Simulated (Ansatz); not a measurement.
Base system: WC (space group P-6m2, No. 187; a = 2.922 Å, c = 2.847 Å).

Calculations: Ansatz (a quantum-chemistry and plane-wave program), PBE, PAW, cutoff 420 eV, no spin-orbit coupling.

One change was made to it. Results:

```csv
quantity,base,after
shortest interatomic distance,2.207 Å,2.139 Å
density,15.45 g/cm³,17.01 g/cm³
```

Question: Which change produced these results?
A. pressure 45 GPa
B. pressure 9 GPa
C. pressure 1.8 GPa
D. pressure −2 GPa

Answer: A, pressure 45 GPa. For comparison, the shortest interatomic distance in the other runs: pressure 9 GPa gives 2.191 Å; pressure 1.8 GPa gives 2.204 Å; pressure −2 GPa gives 2.211 Å.

Load acts through the strain it causes; cell and atoms are relaxed under it. Whether these cells are dynamically stable was not tested. Competing high-pressure phases were not computed. All final runs are without spin polarisation.
